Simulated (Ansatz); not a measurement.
Consider interstitial Al in alpha quartz, charge state +3. Method: PBE, PAW (plane waves to 420 eV; Ansatz, a quantum-chemistry and plane-wave program).

72-site cell at the relaxed PBE lattice, the Γ point alone, smearing 0.01 eV, spin-restricted, no finite-size correction. No zero-point or tunnelling terms. The charge state is imposed; whether it is stable for some Fermi level was not computed. Sites that were not tried may lie lower.

Barriers: single points on a 2×2×2 k-point mesh shifted by half a step along c at the bands' geometries.

A. Al moves alone to another site; the atom moves 1.82 Å along (-0.03, -0.01, -0.33) of the unit cell; the moving atom starts with neighbours 4 O at 1.81 Å and ends with 4 O at 1.81 Å; saddle order not checked.
B. a concerted move, in which Al travels most; the atom moves 1.67 Å along (-0.01, 0.27, -0.17) of the unit cell; the moving atom starts with neighbours 4 O at 1.81 Å and ends with 2 O at 1.96, 2 O at 1.97, 2 O at 2.09 Å; saddle order not checked.

Order them by forward barrier (lowest first) at the level PBE, PAW.

A (0.31 eV), B (0.60 eV)
